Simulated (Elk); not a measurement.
Elk run on ScPd3 (Pm-3m, 4 atoms in the cell): self-consistent single point.

Method of the run: PBEsol, all-electron FP-LAPW, Elk's shipped species files, default APW+lo basis (Elk).

```xyz
4
Lattice="3.9796 0.0000 0.0000 0.0000 3.9796 0.0000 0.0000 0.0000 3.9796" Properties=species:S:1:pos:R:3 pbc="T T T"
Sc     0.0000     0.0000     0.0000
Pd     1.9898     1.9898     0.0000
Pd     0.0000     1.9898     1.9898
Pd     1.9898     0.0000     1.9898
```

Reference input (self-consistent single point, DFT, PBEsol, all-electron FP-LAPW, Elk's shipped species files, default APW+lo basis): xctype = 22; rgkmax = 7; stype = 1; swidth = 0.00999582 Ha; ngridk = 7 7 7; rmtscf = 0.96. This run's input differs from it in these lines:

```diff
@@ -13,6 +13,6 @@
 stype
-  1
+  3
 
 swidth
-  0.00999582
+  0.0110248
```

Output, abridged:

```
│ Self-consistent loop started │
│ Loop number : 1 │
 total energy                :     -15815.0057524
│ Loop number : 2 │
 total energy                :     -15822.2282326
RMS change in Kohn-Sham potential (target) :   0.8496299240     (  0.1000000000E-05)
Absolute change in total energy (target)   :    7.222480208     (  0.1000000000E-03)
│ Loop number : 3 │
 total energy                :     -15837.1741613
RMS change in Kohn-Sham potential (target) :   0.7447634814     (  0.1000000000E-05)
Absolute change in total energy (target)   :    16.75154877     (  0.1000000000E-03)
│ Loop number : 4 │
   [... lines left out ...]
Absolute change in total energy (target)   :   0.3884098423E-03 (  0.1000000000E-03)
│ Loop number : 17 │
 total energy                :     -15897.4997281
RMS change in Kohn-Sham potential (target) :   0.2914854629E-06 (  0.1000000000E-05)
Absolute change in total energy (target)   :   0.2183550314E-03 (  0.1000000000E-03)
│ Loop number : 18 │
 total energy                :     -15897.4997130
RMS change in Kohn-Sham potential (target) :   0.6282287957E-07 (  0.1000000000E-05)
Absolute change in total energy (target)   :   0.6967465015E-04 (  0.1000000000E-03)
Convergence targets achieved

│ Loop number : 19 │

Energies :
 Fermi                       :     0.294427534586
 total energy                :     -15897.4997158

Density of states at Fermi energy :    51.88795281
 (states/Hartree/unit cell)

Estimated indirect band gap :   0.4298918211E-02
 from k-point      8 to k-point     14
Estimated direct band gap   :   0.1751905943E-01
 at k-point      6

Charges :
 core                        :    94.00000000
 valence                     :    65.00000000
 interstitial                :    5.353526202
 muffin-tins (core leakage)
  species :    1 (Sc)
   atom    1                 :    18.98586612     (  0.9206461371E-08)
  species :    2 (Pd)
   atom    1                 :    44.88686923     (  0.1043634157E-07)
   atom    2                 :    44.88686923     (  0.1043634157E-07)
   atom    3                 :    44.88686923     (  0.1043634157E-07)
 total in muffin-tins        :    153.6464738
 total calculated charge     :    159.0309507
 total charge                :    159.0000000
 error                       :   0.3095066414E-01

│ Self-consistent loop stopped │
```

The run converged in 19 iterations. The count includes the last loop, which Elk runs after its targets are met. 

The starting cell comes from a database of computed structures (which also holds hypothetical and non-ambient phases and stackings), without a prior relaxation at this level. Spin polarisation is off. Values depend on the basis (sphere radii, cutoffs, local orbitals), which need not be converged. The log's line on a gap gives a spacing of levels on this mesh, which the program prints for metals too.
